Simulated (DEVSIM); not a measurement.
Device: W/La2O3/p-Ge capacitor, at 300 K.

Layer 1 from the left is La2O3, thickness (nm) 20.0. Layer 2 from the left is Ge, thickness (nm) 2300, Na (cm⁻³) 1.3e17.

Metal gate on the left, work function 4.6 eV. Fixed charge at the semiconductor interface 0 cm⁻² (in units of +e); no interface traps.

This is a model device: material constants are rounded textbook-type values typed into the input, and sizes, dopings and lifetimes were drawn at random. Values at 300 K.

La2O3: gap (eV) 5.8, affinity (eV) 1.8, permittivity 27. Ge: gap (eV) 0.664, affinity (eV) 4, permittivity 16, Nc (cm⁻³) 1.04e19, Nv (cm⁻³) 6e18.

Simulated with DEVSIM: 1D Poisson equation in equilibrium, Boltzmann statistics, complete ionisation; no quantum confinement or tunnelling. Metal contacts follow the ideal Schottky-Mott rule: no Fermi-level pinning, no interface dipoles.

**Question.** What does the simulation give for the minimum of the low-frequency capacitance, the flat-band voltage, the threshold voltage (band bending 2φF)?

**Answer.** minimum of the low-frequency capacitance 0.184 μF/cm²; flat-band voltage 0.04 V; threshold voltage (band bending 2φF) 0.62 V.
